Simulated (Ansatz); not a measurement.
Given:

```xyz
2
Lattice="2.8523 0.0200 -0.0411 0.0200 2.7947 -0.0138 -0.0593 -0.0199 4.0270" Properties=species:S:1:pos:R:3 pbc="T T T"
Al     1.4065     1.3974     1.9861
Ti     0.0000     0.0000     0.0000
```

No spin polarisation.

Computed with r2SCAN (Ansatz, a first-principles code, PAW, without spin-orbit coupling), earlier PAW set. Settings: 20×20×14 k-points, 0.1 eV Fermi–Dirac smearing.

Task: What is the computed stress (xx, yy, zz, yz, xz, xy; compression positive)?

Result: (-1.6, 1.4, 1.1, 1.1, 3.6, -0.7) GPa.

Task: What is the computed space group?

Result: P-1 (No. 2).

The cells carry an imposed strain or load. Whether these cells are dynamically stable was not tested. The final runs are not spin-polarised. The cell was made from TiAl (space group P4/mmm, No. 123) by this change: strain tensor (xx, yy, zz, yz, xz, xy) = (+1.41, −0.64, −0.86, −0.49, −1.46, +0.71) %.
